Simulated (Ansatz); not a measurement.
Start from ZnS in the zinc blende structure (space group F-43m, No. 216).

```xyz
2
Lattice="0.0000 2.6783 2.6783 2.6783 0.0000 2.6783 2.6783 2.6783 0.0000" Properties=species:S:1:pos:R:3 pbc="T T T"
S      1.3391     1.3391     1.3391
Zn     0.0000     0.0000     0.0000
```

Cartesian axes are those of the cell as printed.

Method: Ansatz (an electronic-structure program), PBEsol, PAW, cutoff 420 eV, no spin-orbit coupling.

Before the change:

* **Band gap**: 2.09 eV
* **Shortest interatomic distance**: 2.319 Å
* **Valence-band top at Γ**: 0.00, 0.00, 0.00 eV
* **Electron mass**: 0.17 mₑ (at Γ)

Perturbation: tensor shear ε_xy = +0.46 % (engineering shear γ = 0.0092); the atoms relax in the strained cell.

Task: Estimate the effect on the stress, band gap, shortest interatomic distance, valence-band top at Γ and electron mass.

Result: The stress (xx, yy, zz, yz, xz, xy; compression positive) comes out as (0.00, 0.00, 0.00, 0.00, 0.00, -0.45) GPa; the band gap falls by 0.03 eV (2.09 eV → 2.06 eV); the shortest interatomic distance hardly moves (2.319 Å against 2.318 Å); the valence-band top at Γ (three highest levels, from the VBM) changes from 0.00, 0.00, 0.00 eV to 0.00, -0.03, -0.05 eV; the electron mass stays 0.17 mₑ (at Γ).

Effective masses come from finite differences of ±0.01 Å⁻¹. Stability against distortions was not tested.
